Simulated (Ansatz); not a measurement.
Effect of isotropic strain +1.50 % on CdCu2GeSe4

Consider CdCu2GeSe4 (space group I-42m, No. 121; a = 5.730 Å, c = 11.024 Å).

One thing is altered: every lattice vector is stretched by 1.50 %; the atoms relax in the strained cell.

All numbers come from DFT with PBEsol, PAW potentials and a 420 eV plane-wave cutoff in Ansatz (a first-principles code), no SOC. Settings: 8×8×8 k-points, 0.05 eV Fermi–Dirac smearing.

| quantity | base | changed | shift |
|---|---|---|---|
| volume per atom | 22.62 Å³ | 23.66 Å³ | +1.033 Å³ |
| shortest interatomic distance | 2.382 Å | 2.420 Å | +0.038 Å |
| energy relative to the base (free energy F) | 0 meV/atom | +9.0 meV/atom | +9.0 meV/atom |
| pressure (mean of the normal stresses, compression positive) | 0.0 GPa | -2.7 GPa | -2.7 GPa |
| band gap | zero | zero | – |

Final structure:

```
CdCu2GeSe4
1.0
   -2.90808     2.90808     5.59474
    2.90808    -2.90808     5.59474
    2.90808     2.90808    -5.59474
Ge Cu Se Cd
1 2 4 1
Direct
  0.50000   0.50000   0.00000
  0.25000   0.75000   0.50000
  0.75000   0.25000   0.50000
  0.40429   0.40429   0.53514
  0.59571   0.13085   0.00000
  0.86915   0.86915   0.46486
  0.13085   0.59571   0.00000
  0.00000   0.00000   0.00000
```

Stability against distortions was not tested. All final runs are without spin polarisation. Gaps under 0.05 eV, about the width of the smearing, are given as zero. The zero or small gap of CdCu2GeSe4 can change with the level of theory.
